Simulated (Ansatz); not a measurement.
Structures of equal composition on the (001) surface of zinc-blende ZnSe: half plane of Zn, rows along [-110]; half plane of Zn, rows along [110]; c(2x2) half plane of Zn. The slabs share one bottom face, and each structure is named by its start. These are constructed structures in small cells; real faces may alloy, dewet or reconstruct in larger ones, and not all known structures of the face are among them. Slabs of about 13 Å with all that they carry, Fermi-Dirac smearing of 0.025 eV. Bottom of the slabs: anion dimers. Relaxed from the named starts with such symmetry as they have, on meshes of like density; energies extrapolated to zero smearing; no spin-orbit coupling, no U. Spin-polarised runs, if any, are marked in brackets, and their order is one that fits the cell; the others ran without spin.

Host crystal: zinc-blende ZnSe, with a band gap (PBE, scalar-relativistic without spin-orbit coupling).

These are PBE (plane waves to 420 eV, PAW; Ansatz, an electronic-structure program) values and carry that method's errors.

Question: Rank these by energy per 1x1 cell (lowest first), as PBE gives it.

Answer: c(2x2) half plane of Zn (0.000 eV), half plane of Zn, rows along [110] (0.014 eV), half plane of Zn, rows along [-110] (0.772 eV, no gap over 0.04 eV on the mesh)
